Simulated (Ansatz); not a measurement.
Consider TiAl (space group P4/mmm, No. 123; a = 2.796 Å, c = 4.038 Å; relaxed with 0.1 eV smearing). Axes: x, y, z lie along a, b, c of the conventional cell.

Method: DFT with PBEsol, PAW potentials and a 420 eV plane-wave cutoff in Ansatz (a first-principles code), scalar-relativistic without spin-orbit coupling.

Strains are applied to the cell and any free atomic positions relax.

One change was made to it. Results:

The energy grows by 7.6 meV/atom; the pressure (mean of the normal stresses, compression positive) goes from zero to -3.3 GPa; the shortest interatomic distance stays 2.796 Å.

### Question
Name the change that was made.
A) uniaxial strain ε_zz = −1.50 %
B) uniaxial strain ε_zz = +0.50 %
C) uniaxial strain ε_zz = +3.00 %
D) uniaxial strain ε_zz = +1.00 %

### Answer
C, uniaxial strain ε_zz = +3.00 %. For comparison, the energy relative to the base in the other runs: uniaxial strain ε_zz = −1.50 % gives +2.0 meV/atom; uniaxial strain ε_zz = +1.00 % gives +0.9 meV/atom; uniaxial strain ε_zz = +0.50 % gives +0.2 meV/atom.

Whether these cells are dynamically stable was not tested. The final runs are not spin-polarised.
